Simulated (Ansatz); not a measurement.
Base system: CdI₂ in the CdI2 type structure (space group P-3m1, No. 164; a = 4.153 Å, c = 6.551 Å; layered, stacked along the Cartesian z axis).

Method: Ansatz (a first-principles code), PBEsol-D3(BJ), PAW, cutoff 420 eV, no spin-orbit coupling.

Before the change:

- Band gap: 2.17 eV
- Lattice parameter a: 4.153 Å
- Gap character: indirect, K–Γ (77 % along) → k = (0, 0.444, -0.400) in the run's primitive reciprocal basis

The change: a hydrostatic pressure of 7.5 GPa.

Q: Estimate the effect on the band gap.

A: The band gap shrinks by 0.60 eV, from 2.17 eV to 1.57 eV.

Q: What happens to the lattice parameter a?

A: The lattice parameter a shrinks by 0.230 Å, from 4.153 Å to 3.923 Å.

Q: What does the calculation give for the gap character after the change?

A: The gap character goes from indirect, K–Γ (77 % along) → k = (0, 0.444, -0.400) in the run's primitive reciprocal basis to indirect, K–Γ (79 % along) → K.

Q: What happens to the electron mass?

A: The electron mass comes out as 0.24 mₑ along c, 0.42 mₑ across (at K).

With I present, leaving out spin-orbit coupling can change the band edges. Load acts through the strain it causes; cell and atoms are relaxed under it. Masses are band curvatures over ±0.01 Å⁻¹ around the edge. Whether these cells are dynamically stable was not tested. Competing high-pressure phases were not computed.
